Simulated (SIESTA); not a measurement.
Checking a run of SIESTA on SbPb3S4 (Pm, 8 atoms in the cell). The aim is a self-consistent single point with DFT, LDA PW92, numerical atomic orbitals TZP, PseudoDojo LDA standard norm-conserving potentials (rewritten from UPF to PSML).

Cell that was meant: a = 4.2115 Å, b = 4.2734 Å, c = 17.5511 Å, α = 90.00°, β = 93.56°, γ = 90.00°.

Part of the input:

```
# files in the folder: Sb.psml Pb.psml S.psml (PseudoDojo LDA standard)
SystemName  SbPb3S5
SystemLabel sbpb3s4

NumberOfAtoms                9
NumberOfSpecies              3
%block ChemicalSpeciesLabel
  1 51 Sb
[...]
     2.920663400    0.000000000   15.805914830  3
     2.451016541    0.000000000    4.206268723  3
     0.654219834    2.136695000   13.448428387  3
     2.934430357    0.047866241   15.801517973  3
%endblock AtomicCoordinatesAndAtomicSpecies

XC.functional                LDA
```

Output (repeated stretches shortened):

```
reinit: Reading from file input.fdf

reinit: System Name: SbPb3S5
reinit: System Label: sbpb3s4

   [... lines left out ...]
siesta: WARNING: Atoms   645   648 too close: rij =    0.050000 Ang
siesta: WARNING: Atoms   654   657 too close: rij =    0.050000 Ang
siesta: WARNING: Atoms   663   666 too close: rij =    0.050000 Ang
siesta: WARNING: Atoms   672   675 too close: rij =    0.050000 Ang
new_DM -- step:     1
Initializing Density Matrix...

Attempting to read DM from file... Failed...
DM filled with atomic data:

InitMesh: MESH = 48 x 48 x 192 = 442368
InitMesh: Mesh cutoff (required, used) =   300.000   332.022 Ry

stepf: Fermi-Dirac step function
        iscf     Eharris(eV)        E_KS(eV)     FreeEng(eV)     dDmax    Ef(eV) dHmax(eV)
   scf:    1      740.591185      193.593299      193.465471********** -5.857520103.580440
   scf:    2      289.223623      151.020827      150.793144602.455028 -5.155898 52.115748
   scf:    3       99.640226       50.984383       50.784568445.365911 -5.729569 45.652589
   scf:    4      307.589788       50.357441       50.222678681.885854 -3.165440 52.483589
   scf:    5      690.140702      135.989880      135.805828711.901221 -6.253022 84.798550
   [... lines left out ...]
   scf:   12      -39.080813      -41.876694      -42.007818 61.252515 -4.015857  7.635798
   scf:   13      -44.527328      -44.470399      -44.623915 14.393787 -3.714943  9.532941
   [... 23 lines left out ...]
   scf:   37      -47.357228      -47.357228      -47.525195  0.003178 -4.420316  0.000006
   scf:   38      -47.357228      -47.357228      -47.525195  0.000352 -4.420315  0.000004
   scf:   39      -47.357228      -47.357228      -47.525195  0.000139 -4.420315  0.000001
   scf:   40      -47.357228      -47.357228      -47.525195  0.000037 -4.420315  0.000001
SCF Convergence by DM+H criterion
max |DM_out - DM_in|         :     0.0000365873
max |H_out - H_in|      (eV) :     0.0000009194
SCF cycle converged after 40 iterations

Using DM_out to compute the final energy and forces

siesta: E_KS(eV) =              -47.3572

siesta: E_KS - E_eggbox =       -47.3572

siesta: Atomic forces (eV/Ang):
     1   -3.387967   -1.050673   -0.453558
     2    0.049765    0.017181   -0.929568
     3    0.148616   -0.080231    4.460337
     4    1.088969   -0.326938   -2.086429
     5    0.235356    0.213102   -0.953436
     6************************18236.095841
     7   -0.107924    0.017564   -0.438820
     8   -0.382177   -0.161895    1.957673
     956841.813644************************
   Tot    0.012735    0.002522   -0.007573
   [... lines left out ...]
siesta: FreeEng =       -47.525195
siesta: Cell volume =        315.269632 Ang**3
siesta:       17289.41132660       -325.51864422  kBar
   [... lines left out ...]

Mulliken Atomic Populations:
Atom #   charge [q] valence [e]  Species
     1     1.744491   13.255509  Sb
     2    -0.018444   14.018444  Pb
     3     0.530106   13.469894  Pb
     4     0.008107   13.991893  Pb
     5     0.104501    5.895499  S
     6    -1.061027    7.061027  S
     7     0.049263    5.950737  S
     8     0.017723    5.982277  S
     9    -1.374719    7.374719  S
 Total    -0.000000
```

**Question.** Is anything amiss in this input, and did it matter?

**Answer.** The run is not sound. The fault is one atom entered twice. Two nuclei at or near one point give a huge ion-ion repulsion and overlapping cores, and the electron count is too high as well. To fix it, remove the duplicate atom. The run converged in 40 iterations without an error; against the sound input the pressure goes from -3.10 to 1729 GPa and the largest force goes from 0.602 to 207000 eV/Å. The full log also holds: “siesta: WARNING: Atoms     6     9 too close: rij =    0.050000 Ang” and “siesta: WARNING: Atoms    15    18 too close: rij =    0.050000 Ang”.

An input that runs soundly differs in these lines (not the only fix; some lines may just follow from the change or write a value another way):
```diff
-SystemName  SbPb3S5
+SystemName  SbPb3S4
-NumberOfAtoms                9
+NumberOfAtoms                8
-     2.934430357    0.047866241   15.801517973  3
```

With that input, the run converged in 14 iterations: free energy E − TS -9405.3553 eV; Fermi level (on the code's own zero) -3.33 eV; pressure -3.10 GPa; largest force (vector length) 0.602 eV/Å (DFT, LDA PW92, numerical atomic orbitals TZP, PseudoDojo LDA standard norm-conserving potentials (rewritten from UPF to PSML)).

On the sound input: the starting cell comes from a database of computed structures (which also holds hypothetical and non-ambient phases and stackings), without a prior relaxation at this level. Values carry the incompleteness of an atom-centred basis. With a pressure of about -3 GPa the cell is away from its equilibrium volume at this level. Without a gap this mesh is coarse (it stands for a supercell whose shortest vector is 17 Å).
